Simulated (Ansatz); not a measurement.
# PbF2: pressure series

Start from PbF2 in the fluorite structure (space group Fm-3m, No. 225).

```yaml
crystal:
  lattice:
    - [0.00000, 2.96061, 2.96061]
    - [2.96061, 0.00000, 2.96061]
    - [2.96061, 2.96061, 0.00000]
  atoms:
    - { symbol: Pb, position: [0.00000, 0.00000, 0.00000] }
    - { symbol: F, position: [0.25000, 0.25000, 0.25000] }
    - { symbol: F, position: [0.75000, 0.75000, 0.75000] }
```

Cell and atoms are relaxed at each pressure.

All numbers come from r2SCAN in Ansatz (plane waves to 500 eV, PAW, scalar-relativistic without spin-orbit coupling).

Candidates:
(a) pressure 45 GPa
(b) pressure 4.2 GPa
(c) pressure 30 GPa

Base values:

| Item | Result |
|---|---|
| Band gap | 4.93 eV |

Order them by band gap, highest first.

(b) pressure 4.2 GPa (4.90 eV), (c) pressure 30 GPa (4.61 eV), (a) pressure 45 GPa (4.41 eV)

Spin-orbit coupling, missing from the scalar runs, can matter with Pb. Load acts through the strain it causes; cell and atoms are relaxed under it. Whether these cells are dynamically stable was not tested. No other phases were tried under pressure.

Ansatz is a quantum-chemistry and plane-wave program.
